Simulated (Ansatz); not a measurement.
The starting structures come from a database of crystals and need not be the phases stable at ambient conditions.

Data:

```
K3GeH2NO3
1.0
    6.77731     0.00000     0.00000
   -0.79960     7.25274     0.00000
    0.18140     1.30882     6.33211
K Ge H N O
6 2 4 2 6
Direct
  0.90860   0.97110   0.76160
  0.09140   0.02890   0.23840
  0.80080   0.51730   0.65410
  0.19920   0.48270   0.34590
  0.47680   0.13000   0.71680
  0.52320   0.87000   0.28320
  0.29770   0.69680   0.78580
  0.70230   0.30320   0.21420
  0.10950   0.37500   0.88580
  0.89050   0.62500   0.11420
  0.33550   0.36930   0.96790
  0.66450   0.63070   0.03210
  0.25680   0.42300   0.84030
  0.74320   0.57700   0.15970
  0.14980   0.76270   0.56640
  0.85020   0.23730   0.43360
  0.78040   0.20770   0.99590
  0.21960   0.79230   0.00410
  0.55470   0.76110   0.72260
  0.44530   0.23890   0.27740
```

Space group of this cell: P-1. The cell is taken as given; by r2SCAN its mean pressure is -2.8 GPa.

Transport runs along the normal of the first two printed cell vectors.

No gap correction and no spin-orbit coupling; mid-gap values are interpolated between computed energies.

Task: Predict the band gap and the smallest decay constant κ at mid-gap from r2SCAN in Ansatz (a program for electronic structure).

Result: Gap 3.70 eV on a 6×4×6 mesh; κ = 0.368 1/Å, at the zone centre.
